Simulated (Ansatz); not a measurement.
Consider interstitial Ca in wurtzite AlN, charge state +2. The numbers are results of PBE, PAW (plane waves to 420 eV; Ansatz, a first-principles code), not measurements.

72-site cell at the relaxed PBE lattice, a 2×2×2 k-point mesh shifted by half a step along c, smearing 0.01 eV, spin-restricted, no finite-size correction. Energies are static. The charge state is imposed; whether it is stable for some Fermi level was not computed. Sites that were not tried may lie lower.

Relaxed starting cell (atoms counted from 1):

```
Al36CaN36
1.0
    9.39076     0.00000     0.00000
   -4.69538     8.13264     0.00000
    0.00000     0.00000    10.03632
Al N Ca
36 36 1
Direct
  0.22551   0.11708   0.26182
  0.23236   0.13078   0.72577
  0.22331   0.44489   0.24728
  0.22465   0.44359   0.74775
  0.24057   0.77894   0.28016
  0.23093   0.77155   0.72757
  0.55628   0.11250   0.24864
  0.55890   0.11379   0.75149
  0.55552   0.44489   0.24728
  0.55287   0.44359   0.74775
  0.55648   0.77902   0.24712
  0.55597   0.77800   0.75322
  0.89016   0.11250   0.24864
  0.88884   0.11379   0.75149
  0.88802   0.44210   0.25120
  0.88803   0.44212   0.75051
  0.87230   0.77894   0.28017
  0.87457   0.77155   0.72757
  0.10973   0.22795   0.49832
  0.11143   0.21675   0.99883
  0.10925   0.54882   0.50353
  0.11747   0.54476   0.98650
  0.11360   0.89326   0.47776
  0.11727   0.90060   0.88489
  0.45216   0.22795   0.49832
  0.43926   0.21675   0.99884
  0.44583   0.55772   0.49660
  0.44451   0.55508   0.00035
  0.45610   0.89504   0.50484
  0.44227   0.88834   0.99803
  0.77866   0.22338   0.49969
  0.77747   0.22100   0.00079
  0.77351   0.54882   0.50353
  0.76123   0.54476   0.98650
  0.77288   0.89504   0.50484
  0.78001   0.88834   0.99803
  0.22933   0.12473   0.45429
  0.22526   0.11658   0.92621
  0.22331   0.44734   0.43681
  0.22582   0.43818   0.93770
  0.23022   0.77493   0.46524
  0.22168   0.77514   0.92538
  0.55753   0.11269   0.43878
  0.55538   0.11106   0.94177
  0.55797   0.44734   0.43681
  0.54630   0.43817   0.93770
  0.55683   0.77971   0.43742
  0.55538   0.77682   0.94320
  0.88910   0.11269   0.43879
  0.88963   0.11107   0.94177
  0.89012   0.44629   0.44001
  0.89033   0.44672   0.94258
  0.87864   0.77492   0.46525
  0.88740   0.77514   0.92538
  0.11299   0.22122   0.18983
  0.10740   0.22660   0.68675
  0.11554   0.56432   0.18759
  0.10825   0.54818   0.69183
  0.11022   0.88651   0.26736
  0.11305   0.89216   0.69710
  0.44217   0.22122   0.18983
  0.45313   0.22660   0.68675
  0.44523   0.55652   0.18946
  0.44566   0.55739   0.68818
  0.44259   0.88912   0.19076
  0.45390   0.89399   0.69191
  0.77869   0.22343   0.19016
  0.77862   0.22331   0.69064
  0.78271   0.56431   0.18760
  0.77388   0.54819   0.69183
  0.78048   0.88912   0.19076
  0.77404   0.89399   0.69192
  0.03812   0.74230   0.09225
```
Cell charge +2.

End state 1 differs by these moves (Å; atoms that move under 0.08 Å are left out):

| atom | element | Δx | Δy | Δz |
|---|---|---|---|---|
| 1 | Al | -0.08 | 0.10 | 0.18 |
| 5 | Al | -0.08 | -0.14 | 0.00 |
| 17 | Al | 0.13 | -0.02 | -0.18 |
| 22 | Al | -0.11 | 0.12 | 0.12 |
| 24 | Al | -0.07 | -0.13 | 0.00 |
| 26 | Al | 0.06 | 0.20 | -0.12 |
| 30 | Al | 0.16 | -0.03 | -0.12 |
| 34 | Al | 0.14 | 0.15 | 0.12 |
| 37 | N | -0.01 | -0.01 | 0.11 |
| 40 | N | -0.04 | 0.07 | 0.06 |
| 46 | N | 0.08 | 0.14 | 0.00 |
| 48 | N | 0.08 | 0.00 | -0.06 |
| 53 | N | 0.00 | -0.02 | -0.11 |
| 73 | Ca | 1.04 | 1.80 | 0.00 |

**Question.** Give the forward and backward barriers to end state 1 at the level PBE, PAW.

**Answer.** forward 0.59 eV, backward 0.59 eV; at the saddle point atom 73 has neighbours Al at 2.23; N at 2.02, N at 2.39, 2 N at 2.45 Å. The saddle point's order was not checked, and it lies on a symmetry element of the cell, where a band can be held.
